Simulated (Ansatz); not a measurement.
Amorphous In9Ga9Zn9O39B2, 68 atoms at 5.61 g/cm³, one PBE-relaxed geometry, zone centre. Methods: PBE, scalar-relativistic without spin-orbit coupling (Ansatz, a first-principles code); r2SCAN, scalar-relativistic without spin-orbit coupling (Ansatz); HSE06, scalar-relativistic without spin-orbit coupling (Ansatz). Plane waves to 420 eV (r2SCAN 500 eV); exact exchange is cut at the cell's faces. At PBE the levels at the filled edge of the gap are localised (band-tail or defect states). All rungs ran without spin polarisation.

The cell was made by melting and quenching with the CHGNet potential and then relaxed with DFT. O atoms were pushed apart under 1.9 Å during the dynamics, to hinder bonds among them. The hot cell started wider than the set density and was brought back towards it in steps. It is the lowest in DFT energy of 2 quenches. It is a model cell: composition and starting density were chosen by hand, and all elements were melted together. No dispersion term was used. Its density started from a set value of 5.61 and ended at 5.61 g/cm³. The simulated quench (nominally 320 K/ps over its main leg) is rapid and tends to freeze in more defects than a deposited or slowly cooled glass has. A cell of this size samples the disorder only roughly. The volume was held where the preparation left it and the shape relaxed, at a PBE pressure of 2.0 GPa. Stress components on the final sampling reach 2.1 GPa.

The relaxation ran on the zone centre alone. At PBE the level gap is 0.97 eV on a 2×2×2 Γ-centred mesh, and the spacing at the zone centre alone 1.02 eV.

Task: What zone-centre spacing does r2SCAN give, roughly?

Result: 1.47 eV (+0.45 eV against PBE).

Task: What zone-centre spacing does HSE06 give, roughly?

Result: 2.61 eV (+1.59 eV against PBE).

The highest filled and the lowest empty state spread over these numbers of atoms (participation numbers): PBE: 7.3 and 60.4; r2SCAN: 5.9 and 59.3; HSE06: 6.2 and 58.6.
